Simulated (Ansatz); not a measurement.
## Effect of pressure 4.5 GPa on CrCuO2

The parent structure is CrCuO2 (space group R-3m, No. 166; a = 2.9638 Å, c = 16.9204 Å (hexagonal axes); ferromagnetic).

One thing is altered: cell and atoms relaxed at a pressure of 4.5 GPa.

Computed with PBEsol, PAW, 420 eV (Ansatz, a quantum-chemistry and plane-wave program; no spin-orbit coupling). Γ-centred 13×13×13 mesh, Fermi–Dirac width 0.05 eV.

- Volume per atom = 10.45 Å³ (base 10.73 Å³)
- Density = 5.86 g/cm³ (base 5.71 g/cm³)
- c/a ratio = 5.767 (base 5.709)
- Shortest interatomic distance = 181.9 pm (base 182.9 pm)
- Enthalpy H = E + PV relative to the base's energy = +0.30 eV/atom
- Band gap = 0.79 eV (base 0.92 eV)
- Smallest direct gap = 1.11 eV (base 1.16 eV)
- Width of the top valence band = 2.01 eV (base 1.92 eV)
- Magnetic state = ferromagnetic (base ferromagnetic)
- Largest site moment = 2.35 μB (base 2.38 μB)

Cost of the whole job for the changed cell (relaxation, final SCF and bands): very roughly 6 core-minutes.

Load acts through the strain it causes; cell and atoms are relaxed under it. Stability against distortions was not tested. No Hubbard U is applied and the magnetic state is the run's own (CrCuO2 ferromagnetic); small cells can't hold the antiferromagnetic order that many such compounds have, so gaps and moments can be off. A gap here joins edges of opposite spin (a spin-flip gap).
